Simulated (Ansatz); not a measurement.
The reference is BP in the zinc blende structure (space group F-43m, No. 216; a = 4.5483 Å).

(Cell as relaxed with PBE.)

Levels (all Ansatz, a quantum-chemistry and plane-wave program, PAW, earlier PAW set): PBE (420 eV, no SOC); r2SCAN (500 eV, no spin-orbit coupling).

Each level relaxes its own structure.

```json
[
 {"base": "volume per atom", "PBE": "11.76 Å³", "r2SCAN": "11.67 Å³"},
 {"base": "lattice parameter a", "PBE": "454.8 pm", "r2SCAN": "453.6 pm"},
 {"base": "band gap", "PBE": "1.25 eV", "r2SCAN": "1.41 eV"}
]
```

Perturbation: cell and atoms relaxed at a pressure of 30 GPa.

| quantity | PBE | r2SCAN |
|---|---|---|
| band gap | 1.03 eV | [?] |
| hole mass (degenerate bands, along [100]) | 0.24, 0.24, 0.41 mₑ (at Γ) | [?] |
| lattice parameter a | 433.8 pm | [?] |
| shift of the gap caused by the change | -0.22 eV | [?] |

Task: Predict the r2SCAN column.

Result: 
- band gap, r2SCAN: 1.19 eV
- hole mass (degenerate bands, along [100]), r2SCAN: 0.23, 0.23, 0.39 mₑ (at Γ)
- lattice parameter a, r2SCAN: 433.3 pm
- shift of the gap caused by the change, r2SCAN: -0.22 eV

PBE's band gap lies 0.16 eV below r2SCAN's; PBE's lattice parameter a lies 0.5 pm above r2SCAN's (0.1 %); the two agree on the shift of the gap caused by the change. Neither level is exact; r2SCAN is the comparison here, not a measurement.

Load acts through the strain it causes; cell and atoms are relaxed under it. Effective masses come from finite differences of ±0.01 Å⁻¹. Stability against distortions was not tested. Competing high-pressure phases were not computed.
